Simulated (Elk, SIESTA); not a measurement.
A SIESTA input for a self-consistent single point of Fe (Im-3m, 1 atom in the cell) (DFT, GGA PBE, numerical atomic orbitals TZP, PseudoDojo PBE standard norm-conserving potentials (rewritten from UPF to PSML)):

```
# files in the folder: Fe.psml (PseudoDojo PBE standard)
SystemName  Fe
SystemLabel Fe

NumberOfAtoms                1
NumberOfSpecies              1
%block ChemicalSpeciesLabel
  1 26 Fe
%endblock ChemicalSpeciesLabel
LatticeConstant              1.0 Ang
%block LatticeVectors
    -1.435000000    1.435000000    1.435000000
     1.435000000   -1.435000000    1.435000000
     1.435000000    1.435000000   -1.435000000
%endblock LatticeVectors
AtomicCoordinatesFormat      Bohr
%block AtomicCoordinatesAndAtomicSpecies
     0.000000000    0.000000000    0.000000000  1
%endblock AtomicCoordinatesAndAtomicSpecies

XC.functional                GGA
XC.authors                   PBE
PAO.BasisSize                TZP
PAO.EnergyShift              0.005 Ry
MeshCutoff                   400 Ry
%block kgrid.MonkhorstPack
   11   0   0  0.0
    0  11   0  0.0
    0   0  11  0.0
%endblock kgrid.MonkhorstPack
OccupationFunction           FD
ElectronicTemperature        100.0 meV
Spin                         polarized
%block DM.InitSpin
  1 +2.50
%endblock DM.InitSpin

MaxSCFIterations             150
SCF.Mixer.Method             Pulay
SCF.Mixer.Weight             0.1
SCF.Mixer.History            6
SCF.DM.Tolerance             1.0E-05
Diag.ParallelOverK           true
WriteForces                  true
Charge.Mulliken              end
```

Question: Give the Elk input for the same structure, mesh, smearing and functional.

Answer: One input that does it (others would too):

```
tasks
  0

xctype
  20

spinpol
  .true.

reducebf
  0.7

rmtscf
  0.92

nempty
  12

swidth
  0.00367493

maxscl
  100

scale
  4.696900882

avec
   -0.5773502692    0.5773502692    0.5773502692
    0.5773502692   -0.5773502692    0.5773502692
    0.5773502692    0.5773502692   -0.5773502692

atoms
  1
  'Fe.in'
  1
  0.0000000000  0.0000000000  0.0000000000    0.0 0.0 -2.5

ngridk
  11 11 11
```

Basis settings and potentials, where a program has them, do not carry over. This input uses DFT, PBE, all-electron FP-LAPW, Elk's shipped species files, default APW+lo basis. Both were run: size of the net moment 2.37 μB/atom in SIESTA and 2.25 in Elk.

On SIESTA: the starting cell has typed, rounded lattice constants, without a prior relaxation at this level. With one magnetic atom in the cell only a parallel order is possible. Values carry the incompleteness of an atom-centred basis. With a pressure of about -6 GPa the cell is away from its equilibrium volume at this level.

On Elk: the starting cell has typed, rounded lattice constants, without a prior relaxation at this level. With one magnetic atom in the cell only a parallel order is possible. Values depend on the basis (sphere radii, cutoffs, local orbitals), which need not be converged.
